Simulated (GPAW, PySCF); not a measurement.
A GPAW input for a self-consistent single point of Li (Im-3m, 1 atom in the cell) (DFT PBE, plane waves, GPAW PAW datasets PBE (gpaw-data 1.0.1)):

```python
from ase import Atoms
from ase.units import GPa
from gpaw import GPAW

atoms = Atoms(['Li'],
              cell=[[-1.745000, 1.745000, 1.745000],
                    [1.745000, -1.745000, 1.745000],
                    [1.745000, 1.745000, -1.745000]],
              scaled_positions=[[0.000000, 0.000000, 0.000000]],
              pbc=True)

calc = GPAW(mode={'name': 'pw', 'ecut': 600},
            xc='PBE',
            kpts=(11, 11, 11),
            occupations={'name': 'methfessel-paxton', 'width': 0.136, 'order': 0},
            nbands=-5,
            convergence={'density': 1e-05},
            symmetry={'symmorphic': False, 'tolerance': 0.0005},
            maxiter=120)

atoms.calc = calc

energy = atoms.get_potential_energy()
print('Energy (eV):', round(energy, 6))
forces = atoms.get_forces()
print('Forces (eV/Ang):')
print(forces.round(5))
stress = atoms.get_stress()
print('Stress (GPa, Voigt):', (stress / GPa).round(4))
```

### Question
Give the PySCF input for the same structure, mesh, smearing and functional.

### Answer
This is the input that was run; spellings and numerical settings could be chosen otherwise.

```python
import numpy as np
from pyscf.pbc import gto, scf, dft

cell = gto.Cell()
cell.a = np.array([[-3.29757209, 3.29757209, 3.29757209],
              [3.29757209, -3.29757209, 3.29757209],
              [3.29757209, 3.29757209, -3.29757209]])
cell.atom = '''
Li              0              0              0
'''
cell.unit = 'Bohr'
cell.basis = 'gth-dzvp-molopt-sr'
cell.pseudo = 'gth-pbe'
cell.ke_cutoff = 140
cell.precision = 1e-06
cell.spin = 1
cell.max_memory = 2000
cell.verbose = 4
cell.build()

kpts = cell.make_kpts([11, 11, 11])
mf = dft.KUKS(cell, kpts).multigrid_numint()
mf.xc = 'pbe,pbe'
mf.conv_tol = 1e-08
mf.max_cycle = 60
mf.diis_start_cycle = 3
mf.damp = 0.5
mf = scf.addons.smearing_(mf, sigma=0.00499791, method='gauss')
mf.kernel()

res = dict(e_tot=mf.e_tot, converged=mf.converged, nao=cell.nao, mesh=cell.mesh, nelectron=cell.nelectron)
res.update(e_free=mf.e_free, e_zero=mf.e_zero)
np.savez('results.npz', **res)
eps, occ = np.array(mf.mo_energy), np.array(mf.mo_occ)
nk = len(mf.kpts)
res.update(mo_energy=eps, mo_occ=occ)
print('electrons per cell = %.6f' % (occ.sum() / nk))
full = 0.5
print('highest filled level = %.6f Ha, lowest empty level = %.6f Ha' % (eps[occ > full].max(), eps[occ <= full].min()))
dm, ovlp = mf.make_rdm1(), mf.get_ovlp()
pop = np.einsum('kij,kji->i', np.array(dm[0]) - np.array(dm[1]), np.array(ovlp)).real / nk
res['mulliken_spin'] = [pop[p0:p1].sum() for _, _, p0, p1 in cell.aoslice_by_atom()]
print('Mulliken spin moments:', np.round(res['mulliken_spin'], 4))
np.savez('results.npz', **res)
```

Basis settings and potentials, where a program has them, do not carry over. This input uses DFT PBE, Gaussian basis gth-dzvp-molopt-sr, GTH pseudopotentials gth-pbe, FFT density fitting with multigrid.

The starting cell has typed, rounded lattice constants, without a prior relaxation at this level.
